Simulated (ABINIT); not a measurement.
Worked example: self-consistent single point of BeSe (F-43m, 2 atoms in the cell) in ABINIT.

Method: PBE, norm-conserving pseudopotentials (PseudoDojo nc-sr-05 PBE standard) (plane waves; ABINIT).

The change in words: lattice scaled by 0.98. Reference geometry:
```
CELL_PARAMETERS angstrom
      0.00000     2.57000     2.57000
      2.57000     0.00000     2.57000
      2.57000     2.57000     0.00000
ATOMIC_POSITIONS crystal
  Be 0.00000 0.00000 0.00000
  Se 0.25000 0.25000 0.25000
```

Reference input (self-consistent single point, DFT, PBE, plane waves, norm-conserving pseudopotentials (PseudoDojo nc-sr-05 PBE standard)): pseudos = [Be.upf, Se.upf]; ecut = 44 Ha; occopt = 3; tsmear = 0.00183747 Ha; ngkpt = 9 9 9; nshiftk = 1; shiftk = 0 0 0; potentials = PseudoDojo nc-sr-05 PBE standard; nband = 15; kptopt = 1; nstep = 50; tolvrs = 1e-10. This run's input differs from it in these lines:

```diff
@@ -5,5 +5,5 @@
 rprim
-        -0.0000000000    2.5700000000    2.5700000000
-         2.5700000000   -0.0000000000    2.5700000000
-         2.5700000000    2.5700000000   -0.0000000000
+         0.0000000000    2.5186000000    2.5186000000
+         2.5186000000    0.0000000000    2.5186000000
+         2.5186000000    2.5186000000    0.0000000000
 natom 2
```

Output (repeated stretches shortened):

```
--- !BeginCycle
solver: {iscf: 7, nstep: 50, nline: 4, wfoptalg: 0, }
tolerances: {tolvrs: 1.00E-10, }
...

     iter   Etot(hartree)      deltaE(h)  residm     vres2
 ETOT  1  -135.05847144540    -1.351E+02 1.561E+00 2.484E+01
 ETOT  2  -135.24745582133    -1.890E-01 3.330E-02 1.924E+00
 ETOT  3  -135.24758186417    -1.260E-04 9.045E-03 1.485E-01
 ETOT  4  -135.24759321857    -1.135E-05 4.841E-03 1.441E-03
 ETOT  5  -135.24759332101    -1.024E-07 5.389E-04 9.770E-05
 ETOT  6  -135.24759332406    -3.051E-09 4.883E-04 8.500E-06
 ETOT  7  -135.24759332431    -2.535E-10 2.348E-04 6.745E-07
 ETOT  8  -135.24759332435    -4.150E-11 7.749E-05 7.348E-09
 ETOT  9  -135.24759332434     1.168E-11 1.903E-04 2.163E-10
 ETOT 10  -135.24759332435    -6.708E-12 5.846E-05 3.766E-12
 At SCF step   10       vres2   =  3.77E-12 < tolvrs=  1.00E-10 =>converged.

 Cartesian components of stress tensor (hartree/bohr^3)
  sigma(1 1)= -2.53439050E-04  sigma(3 2)=  0.00000000E+00
  sigma(2 2)= -2.53439050E-04  sigma(3 1)=  0.00000000E+00
  sigma(3 3)= -2.53439050E-04  sigma(2 1)=  0.00000000E+00

 ----iterations are completed or convergence reached----

 reduced coordinates (array xred) for    2 atoms
       0.000000000000      0.000000000000      0.000000000000
       0.250000000000      0.250000000000      0.250000000000
 cartesian forces (eV/Angstrom) at end:
    1     -0.00000000000000    -0.00000000000000     0.00000000000000
    2      0.00000000000000     0.00000000000000    -0.00000000000000
 frms,max,avg= 8.9130484E-26 1.3964063E-25   0.000E+00  0.000E+00  0.000E+00 e/A
   [... lines left out ...]
 Fermi (or HOMO) energy (hartree) =   0.20628   Average Vxc (hartree)=  -0.38106
   [... lines left out ...]
total_energy        : -1.35247593324348E+02
total_energy_eV     : -3.68027417809001E+03
band_energy         : -2.30035836627136E+01
...

-Cartesian components of stress tensor (GPa)         [Pressure=  7.4564E+00 GPa]
- sigma(1 1)= -7.45643304E+00  sigma(3 2)=  0.00000000E+00
- sigma(2 2)= -7.45643304E+00  sigma(3 1)=  0.00000000E+00
- sigma(3 3)= -7.45643304E+00  sigma(2 1)=  0.00000000E+00

 Calculation completed.
```

The run converged in 10 iterations. Against the reference run the free energy goes up by 28.2 meV/atom, the pressure goes from 1.84 to 7.46 GPa and the gap on the mesh goes from 2.708 to 2.575 eV.

The starting cell has typed, rounded lattice constants, without a prior relaxation at this level. For this run, on top of that: lattice scaled by 0.98. With a pressure of about 7 GPa the cell is away from its equilibrium volume at this level.

Cost on one core of a shared machine: roughly 80 s.
